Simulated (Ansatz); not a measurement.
Base system: GaN in the NiAs type structure (space group P6_3/mmc, No. 194; a = 2.969 Å, c = 5.041 Å; a model cell, its experimental status unchecked).

One thing is altered: a hydrostatic pressure of 0.7 GPa.

Levels (all Ansatz, a program for electronic structure, PAW): PBEsol (420 eV, no spin-orbit coupling); PBEsol+SOC (420 eV, noncollinear with spin-orbit coupling).

The geometry is relaxed with PBEsol.

- PBEsol lowest conduction level above the VBM at special points: K 1.22 eV; Γ 1.64 eV; L 2.93 eV; M 3.60 eV
- PBEsol smallest direct gap: 1.76 eV
- PBEsol electron mass: 0.23 mₑ along c, 0.33 mₑ across (at K)
- PBEsol width of the top valence band: 3.44 eV

With PBEsol+SOC at the same geometry, the lowest conduction level above the VBM at special points goes from K 1.22 eV; Γ 1.64 eV; L 2.93 eV; M 3.60 eV to K 1.23 eV; Γ 1.64 eV; L 2.93 eV; M 3.60 eV; the smallest direct gap is still 1.76 eV; the electron mass stays 0.23 mₑ along c, 0.33 mₑ across (at K); the width of the top valence band hardly moves (3.44 eV against 3.42 eV).

Single points use the geometry relaxed with PBEsol. Differences between runs with and without spin-orbit coupling are approximate. Load acts through the strain it causes; cell and atoms are relaxed under it. Effective masses come from finite differences of ±0.01 Å⁻¹. Stability against distortions was not tested. This is not the structure that GaN has at room temperature and ambient pressure.
